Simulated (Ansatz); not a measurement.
For KHF₂ (I4/mcm, No. 140; structure not from a measured cell), PBEsol in Ansatz (plane waves, PAW) gives:

```
Property                          Value
------------------------------  -------
equilibrium lattice constant a  5.626 Å
c axis length                   6.760 Å
```

Task: What does r²SCAN-D4 (Ansatz, a quantum-chemistry and plane-wave program, PAW) give for the same quantities?

Result: 
- lattice constant a: 5.599 Å (shrinks by 0.5 %)
- lattice parameter c: 6.704 Å (falls by 0.8 %)

Changes are worked out from the printed values.

Unless a cell is named, each level is at its own relaxed cell (PBEsol 13.37, r²SCAN-D4 13.13 Å³/atom).

Caveats: the relaxation could not lower the start's symmetry, so the cell can be a saddle point above a distorted one (PBEsol, r²SCAN-D4). Ansatz's density-functional and Hartree–Fock values are scalar-relativistic unless marked +SOC, with PAW data made under PBE.
